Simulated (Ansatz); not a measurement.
## NbSi₂ (model structure, started from the AlB2 type, P6/mmm, No. 191, 3 atoms in the cell)

Method: PBEsol in Ansatz (PAW).

Settings: plane-wave cutoff 500 eV, 12×12×10 k mesh (along the axes of the cell as run), Fermi–Dirac smearing 0.05 eV, no spin polarisation, scalar-relativistic PAW data made under PBE.

Cell (relaxed at this level):

Space group P6/mmm (No. 191); a = 4.3624 Å, b = 4.3624 Å, c = 2.6320 Å, α = 90.00°, β = 90.00°, γ = 120.00°

```csv
atom,site,symmetry,x,y,z
Nb,1a,6/mmm,0.0000,0.0000,0.0000
Si,2d,-6m2,0.3333,0.6667,0.5000
```

For NbSi₂ (model structure, started from the AlB2 type, P6/mmm, No. 191, 3 atoms in the cell), the band gap is none.

Note: the relaxation could raise the start's symmetry but not lower it, so the cell can be a saddle point.

Spin–orbit coupling is not included.

Static lattice: no zero-point or thermal effects.

The result took very roughly 70 core-seconds.

A model structure was made by putting elements into a prototype or built by hand; it is no filed structure, need not be a known phase, and can be a saddle point held by its symmetry.

Ansatz is an electronic-structure program.
